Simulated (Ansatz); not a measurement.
# Cost against accuracy: basis.ecutwfc for RbH3O2 (Cmc2_1, 12 atoms in the cell)

Cell: a = 5.8325 Å, b = 5.8325 Å, c = 5.9398 Å, α = 90.00°, β = 90.00°, γ = 137.57°.

Method: r2SCAN, default PAW files made with PBE (plane waves; Ansatz, a quantum-chemistry and plane-wave program).

Base settings: basis.ecutwfc = 500 eV; kpoints.mp_grid.grid = 4 4 3; hamiltonian.xc = r2scan; hamiltonian.pseudopotentials = {kind: paw} (the program's default PAW files); scf.occupations.method = fixed.

Misses are taken against the tightest run, 1000 eV, which need not be fully converged itself. The energy is the free energy per atom.

The count of work is k-points × plane waves × bands × iterations; it is no time, and leaves out set-up, grids and terms that scale otherwise. 

Ansatz's pressure holds its estimate of the finite-basis (Pulay) stress, which hides part of the cutoff error; the uncorrected pressure shows it.

The starting cell comes from a database of computed structures (which also holds hypothetical and non-ambient phases and stackings), without a prior relaxation at this level. Ansatz's pressure includes its estimate of the finite-basis (Pulay) stress.

```
basis.ecutwfc  energy less reference (meV/atom)  pressure less reference (GPa)  largest difference in the force on any atom (eV/Å)  uncorrected pressure less reference (GPa)  count of work / reference
-------------  --------------------------------  -----------------------------  --------------------------------------------------  -----------------------------------------  -------------------------
200 eV                                  2164.00                          -1.95                                               1.094                                     -97.84                       0.10
250 eV                                   627.08                          -0.46                                               0.373                                     -39.06                       0.15
300 eV                                   160.94                          -0.27                                               0.087                                     -13.06                       0.16
350 eV                                    37.57                          -0.04                                               0.051                                      -3.64                       0.21
400 eV                                     9.63                           0.05                                               0.027                                      -0.78                       0.25
450 eV                                     4.37                           0.04                                               0.019                                      -0.12                       0.30
500 eV                                     3.12                           0.02                                               0.013                                      -0.05                       0.35
575 eV                                     1.78                           0.02                                               0.008                                      -0.06                       0.44
650 eV                                     0.86                           0.01                                               0.005                                      -0.03                       0.52
750 eV                                     0.44                           0.00                                               0.003                                       0.00                       0.65
875 eV                                     0.20                           0.00                                               0.001                                       0.00                       0.81
1000 eV                                    0.00                           0.00                                               0.000                                       0.00                        1.0
```

Coarsest setting among those run that, with all tighter ones, holds the energy within 20 meV/atom of the reference: 400 eV, off by 9.6 meV/atom; it needs 0.25 of the reference's count of work.

Coarsest setting among those run that, with all tighter ones, holds the energy within 1 meV/atom of the reference: 650 eV, off by 0.86 meV/atom; its saving against the reference is no more than about a factor of 2 in the count of work.

The step from 300 eV to 750 eV: it takes the miss in the energy from 160 to 0.44 meV/atom, for 3.9 times the count of work.

Keys are those of Ansatz 0.2.
